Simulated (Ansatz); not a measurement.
Start from KMgF3 in the cubic perovskite structure (space group Pm-3m, No. 221; a = 3.991 Å).

Calculations: PBEsol (Ansatz, a program for electronic structure), scalar-relativistic without spin-orbit coupling.

Strains are applied to the cell and any free atomic positions relax.

One change was made to it. Results:

The energy rises by 21 meV/atom; the smallest direct gap decreases by 0.62 eV (7.44 eV → 6.82 eV); the electron mass stays 0.51 mₑ (at Γ); the pressure falls by 52.6 kbar (0.1 kbar → -52.5 kbar); the band gap drops by 0.615 eV (7.12 eV → 6.50 eV).

Question: What was done to the base?
(A) isotropic strain +1.20 %
(B) isotropic strain +3.00 %
(C) isotropic strain +0.60 %
(D) isotropic strain +2.40 %

Answer: B, isotropic strain +3.00 %. For comparison, the band gap in the other runs: isotropic strain +0.60 % gives 6.99 eV; isotropic strain +2.40 % gives 6.62 eV; isotropic strain +1.20 % gives 6.86 eV.

Masses are band curvatures over ±0.01 Å⁻¹ around the edge. No phonon test of stability was made.
